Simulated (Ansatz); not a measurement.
Ansatz (a program for electronic structure) run on MnS (P3m1, 4 atoms in the cell): self-consistent single point.

Level of theory: LDA (PW92), default PAW files made with PBE (plane waves; Ansatz).

```
MnS
1.0
    3.97335     0.00000     0.00000
   -1.98667     3.44102     0.00000
    0.00000     0.00000     6.37424
Mn S
2 2
Direct
  0.33333   0.66667   0.00668
  0.66667   0.33333   0.49886
  0.66667   0.33333   0.12615
  0.33333   0.66667   0.62614
```
Moments meant for the start (each program seeds them in its own way; μB, in the order of the atoms Mn Mn S S): 4.0 4.0 0.0 0.0.

Reference input (self-consistent single point, DFT, LDA (PW92), plane waves, default PAW files made with PBE): basis.ecutwfc = 420 eV; kpoints.mp_grid.grid = 7 7 3; hamiltonian.xc = lda; hamiltonian.pseudopotentials = {kind: paw} (the program's default PAW files); magnetization.spin_polarized = true; scf.occupations.method = fermi_dirac; scf.occupations.width = 0.1 eV. This run's input differs from it in these lines:

Ansatz 0.2 input:
```diff
@@ -12,3 +12,3 @@
 basis:
-  ecutwfc: 420.0
+  ecutwfc: 145.0
 kpoints:
```

The program printed (abridged):

```
SCF iter   1: F=—  HF=-9339.525659 eV  |F-HF|=—  |Δ(HF+E_count)|=         —  Δρ=3.20e-1 (↑3.20e-1 ↓6.88e-2)  dr2=6.44e1  dr2_m=1.70e1  M=3.335 μB ∫|m|=3.589 μB  β_m=0.30  ethr=3.10e-3  ⟨swp⟩=5.5  Hψ=4394  notcnv=0
Mixer restart at iter 1: flushing history
all-band conjugate gradients solve this SCF's bands
preconditioner: auto → Kerker (q_TF=auto, 2.416 Å⁻¹)
spin=Collinear: Kerker preconditioning applied to the charge; magnetization (m = ρ↑ − ρ↓) channel mixes plain (no charge-response kernel on spin).
   [... lines left out ...]
SCF iter  16: F=—  HF=-9300.269927 eV  |F-HF|=—  |Δ(HF+E_count)|=   1.11e-8  Δρ=2.02e-6 (↑7.78e-7 ↓2.02e-6)  dr2=4.65e-9  dr2_m=1.33e-9  M=-0.063 μB ∫|m|=5.613 μB  β_m=1.00  ethr=4.87e-11  ⟨swp⟩=2.4  Hψ=1808  notcnv=0  defer=7
SCF iter  17: F=-9300.269927 eV  HF=-9300.269927 eV  |F-HF|=2.02e-8  |Δ(HF+E_count)|=  7.49e-10  Δρ=1.99e-6 (↑1.72e-6 ↓1.99e-6)  dr2=2.25e-8  dr2_m=1.45e-10  M=-0.063 μB ∫|m|=5.613 μB  ethr=1.11e-11  ⟨swp⟩=1.8  Hψ=3118  notcnv=0
SCF 1 converged in 17 iterations: F = -9300.269927 eV  dr2 = 2.25e-8
Crystal: 4 atoms, lattice volume = 87.151 Å³
Initial density: read from a saved state, or passed on in memory by an earlier SCF of this step, an earlier step, the calling program or the single point that …
Starting moments: Σ|m| = 8 μB on 2 of 4 sites; this step starts from the density that it was given
Initial wavefunctions: those read from a saved state, or passed on in memory by an earlier step or the calling program
iter 1 solved again at ethr=5.35e-11 eV; its pass at ethr=2.38e-6 eV (dr2=2.25e-8 eV) is discarded
SCF iter   1: F=—  HF=-9300.269927 eV  |F-HF|=—  |Δ(HF+E_count)|=         —  Δρ=1.99e-6 (↑1.72e-6 ↓1.99e-6)  dr2=2.25e-8  dr2_m=1.45e-10  M=-0.063 μB ∫|m|=5.613 μB  ethr=5.35e-11  ⟨swp⟩=1.0  Hψ=5457  notcnv=0
   [... lines left out ...]
preconditioner: auto → Kerker (q_TF=auto, 2.416 Å⁻¹)
spin=Collinear: Kerker preconditioning applied to the charge; magnetization (m = ρ↑ − ρ↓) channel mixes plain (no charge-response kernel on spin).
Crystal: 4 atoms, lattice volume = 87.151 Å³
preconditioner: auto → Kerker (q_TF=auto, 2.416 Å⁻¹)
spin=Collinear: Kerker preconditioning applied to the charge; magnetization (m = ρ↑ − ρ↓) channel mixes plain (no charge-response kernel on spin).
Crystal: 4 atoms, lattice volume = 87.151 Å³
preconditioner: auto → Kerker (q_TF=auto, 2.416 Å⁻¹)
spin=Collinear: Kerker preconditioning applied to the charge; magnetization (m = ρ↑ − ρ↓) channel mixes plain (no charge-response kernel on spin).
WARN: the starting moments were not kept: 1 of 2 ended reversed and 1 kept their direction, counting a site from 0.1 μB …
Absolute magnetization: 5.6132 μB (∫|ρ↑−ρ↓|, with the PAW one-centre terms)
   [... lines left out ...]
  atom   4  S     -0.00000000    -0.00000000    -0.11330370
--- Stress (GPa, compression-positive) ---
       -3.882332       0.000000       0.000000
        0.000000      -3.882332       0.000000
        0.000000       0.000000      19.311816
  P = ⅓ Tr σ = 3.8491 GPa (38.491 kbar)
  The stress holds the Pulay correction. Without it, at fixed plane waves, as pw.x and ABINIT print it: P = -773.7554 GPa
```

The run converged in 28 iterations. Against the reference run the free energy goes up by 30.5 eV/atom, the pressure goes from -7.36 to 3.85 GPa and the largest force goes from 0.466 to 2.277 eV/Å.

The starting cell comes from a database of computed structures (which also holds hypothetical and non-ambient phases and stackings), without a prior relaxation at this level. Its lattice was rescaled by up to half a per cent. One atom was moved a little off its site on purpose. The magnetic order is the one reached from the typed start; others were not searched systematically. The program warned that a starting moment was not kept. Forces in this geometry exceed 1 eV/Å. Ansatz's pressure includes its estimate of the finite-basis (Pulay) stress. Without the estimate this run gives -773.76 GPa. The cutoff lies below the one recommended for these files.
